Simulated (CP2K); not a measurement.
CP2K run on Sn (R-3m, 2 atoms in the cell): self-consistent single point.

Level of theory: vdW-DF-cx, GPW, DZVP-MOLOPT-SR-GTH basis, GTH-PBE potentials (GTH_POTENTIALS) in CP2K.

```yaml
crystal:
  lattice:
    - [4.30781, 0.00000, 0.00000]
    - [2.50237, 3.50647, 0.00000]
    - [2.50237, 1.28844, 3.26117]
  atoms:
    - { symbol: Sn, position: [0.22754, 0.22754, 0.22754] }
    - { symbol: Sn, position: [0.77246, 0.77246, 0.77246] }
```

Reference input (self-consistent single point, DFT revPBE, GPW, DZVP-MOLOPT-SR-GTH basis, GTH-PBE potentials (GTH_POTENTIALS)): CUTOFF = 400 Ry; REL_CUTOFF = 40 Ry; SMEAR/METHOD = MARZARI_VANDERBILT; SIGMA = 0.05 eV; KPOINTS/SCHEME = MONKHORST-PACK 8 8 8; GAMMA_CENTERED = T; XC_FUNCTIONAL = PBE:REVPBE; Sn/BASIS_SET = DZVP-MOLOPT-SR-GTH; Sn/POTENTIAL = GTH-PBE-q4; METHOD = GPW; EPS_DEFAULT = 1e-10; NGRIDS = 4. This run's input differs from it in these lines:

```diff
@@ -45,6 +45,15 @@
       &XC_FUNCTIONAL
-        &PBE
-          PARAMETRIZATION REVPBE
-        &END PBE
+        &GGA_X_LV_RPW86
+        &END GGA_X_LV_RPW86
+        &PW92
+        &END PW92
       &END XC_FUNCTIONAL
+      &VDW_POTENTIAL
+        DISPERSION_FUNCTIONAL NON_LOCAL
+        &NON_LOCAL
+          TYPE DRSLL
+          KERNEL_FILE_NAME vdW_kernel_table.dat
+          CUTOFF 100
+        &END NON_LOCAL
+      &END VDW_POTENTIAL
     &END XC
```

Output, abridged:

```
 SCF WAVEFUNCTION OPTIMIZATION

  Step     Update method      Time    Convergence         Total energy    Change
     1 NoMix/Diag. 0.30E+00      -     0.44507960        -7.1661446611 -7.17E+00
     2 Broy./Diag. 0.30E+00      -     0.00453780        -6.9842108494  1.82E-01
     3 Broy./Diag. 0.30E+00      -     0.01330834        -6.9417636146  4.24E-02
     4 Broy./Diag. 0.30E+00      -     0.00144588        -6.9499942608 -8.23E-03
     5 Broy./Diag. 0.30E+00      -     0.00172168        -6.9468624649  3.13E-03
     6 Broy./Diag. 0.30E+00      -     0.00010046        -6.9478790782 -1.02E-03
     7 Broy./Diag. 0.30E+00      -     0.00010034        -6.9489652126 -1.09E-03
     8 Broy./Diag. 0.30E+00      -     0.00000578        -6.9490991666 -1.34E-04
     9 Broy./Diag. 0.30E+00      -     0.00000403        -6.9491494364 -5.03E-05
    10 Broy./Diag. 0.30E+00      -     0.00000027        -6.9491554858 -6.05E-06
  *** SCF run converged in    10 steps ***

  Overlap energy of the core charge distribution:               0.00000005316619
  Self energy of the core charge distribution:                -14.92071625911422
  Core Hamiltonian energy:                                      3.45372379491408
  Hartree energy:                                               6.69101668062424
  Exchange-correlation energy:                                 -2.18385837165319
  Dispersion energy:                                            0.01070087854922
  Smearing free energy correction:                             -0.00002226221719
  Fermi energy:                                                 0.21121631541015

  Total energy:                                                -6.94915548580593

   [... lines left out ...]

 STRESS| Analytical stress tensor [bar]
 STRESS|                        x                   y                   z
 STRESS|      x        1.74706509383E+05  -3.21391587410E+04  -2.18591375149E+04
 STRESS|      y       -3.21391587410E+04   2.20578756535E+05  -1.12545441832E+04
 STRESS|      z       -2.18591375149E+04  -1.12545441832E+04   2.29472148403E+05
 STRESS| 1/3 Trace                                             2.08252471440E+05
```

The run converged in 10 iterations. Against the reference run the pressure hardly changes (20.74 to 20.83 GPa) and the largest force goes from 2.647 to 2.675 eV/Å.

The starting cell was generated: these elements placed on a structure prototype, without a prior relaxation; it need not be a known phase or ordering of this composition. Values carry the incompleteness of an atom-centred basis. The potentials were made for another functional than the one used. With a pressure of about 21 GPa the cell is away from its equilibrium volume at this level. Forces in this geometry exceed 1 eV/Å.

Cost on one core of a shared machine: roughly 70 s.
